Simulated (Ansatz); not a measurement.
Results of r²SCAN0 (PAW; Ansatz, a program for electronic structure) for LaN (model structure, started from the zincblende type, F-43m, No. 216, 2 atoms in the cell).

Settings: plane-wave cutoff 520 eV, 8×8×8 k mesh, Fermi–Dirac smearing 0.01 eV, scalar-relativistic PAW data made under PBE.

Cell (relaxed with PBEsol):

```
CELL_PARAMETERS angstrom
      0.00000     2.77323     2.77323
      2.77323     0.00000     2.77323
      2.77323     2.77323     0.00000
ATOMIC_POSITIONS crystal
  N  0.75000 0.75000 0.75000
  La 0.00000 0.00000 0.00000
```

Problem. Give the computed band gap, smallest direct gap on the k points sampled and direct gap at Γ.

Solution. 
* **band gap**: 3.08 eV (on the SCF k mesh)
* **smallest direct gap on the k points sampled**: 4.12 eV
* **direct gap at Γ**: 5.47 eV

Note: the relaxation could raise the start's symmetry but not lower it, so the cell can be a saddle point; cell and atoms aren't relaxed at this level (pressure 2.6 GPa).

Spin–orbit coupling is not included.

The computed numbers hold no vibrational or temperature effects.

The result took very roughly 3 core-minutes.

A model structure was made by putting elements into a prototype or built by hand; it is no filed structure, need not be a known phase, and can be a saddle point held by its symmetry.
